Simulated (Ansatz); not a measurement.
Start from AlN in the wurtzite structure (space group P6_3mc, No. 186).

```
AlN
1.0
    3.13023     0.00000     0.00000
   -1.56512     2.71086     0.00000
    0.00000     0.00000     5.01801
Al N
2 2
Cartesian
  0.00000   1.80724   0.00116
  1.56512   0.90362   2.51016
  0.00000   1.80724   1.91572
  1.56512   0.90362   4.42472
```

Cartesian axes are those of the cell as printed.

Calculations: PBE (Ansatz, a quantum-chemistry and plane-wave program; PAW; 420 eV plane waves; no SOC).

Strains are applied to the cell and any free atomic positions relax; under biaxial strain the out-of-plane vector relaxes too.

One change was made to it. Results:

The valence-band top at Γ (three highest levels, from the VBM) goes from 0.00, -0.20, -0.20 eV to 0.00, -0.13, -0.13 eV; the width of the top valence band drops by 0.035 eV, from 2.34 eV to 2.31 eV; the band gap rises by 0.12 eV to 4.15 eV; the electron mass is 0.28 mₑ out of plane, 0.30 mₑ in plane (at Γ); the pressure (mean of the normal stresses, compression positive) goes from zero to 18.3 kbar.

**Question.** Which of these changes matches the shifts?
(A) biaxial strain −1.20 %, plane normal [001], relaxed out of plane
(B) biaxial strain −1.80 %, plane normal [001], relaxed out of plane
(C) biaxial strain −2.40 %, plane normal [001], relaxed out of plane
(D) biaxial strain −0.60 %, plane normal [001], relaxed out of plane
(E) biaxial strain −3.00 %, plane normal [001], relaxed out of plane

**Answer.** D, biaxial strain −0.60 %, plane normal [001], relaxed out of plane. For comparison, the band gap in the other runs: biaxial strain −3.00 %, plane normal [001], relaxed out of plane gives 4.41 eV; biaxial strain −1.80 %, plane normal [001], relaxed out of plane gives 4.36 eV; biaxial strain −1.20 %, plane normal [001], relaxed out of plane gives 4.27 eV; biaxial strain −2.40 %, plane normal [001], relaxed out of plane gives 4.39 eV.

Effective masses come from finite differences of ±0.01 Å⁻¹. Stability against distortions was not tested.
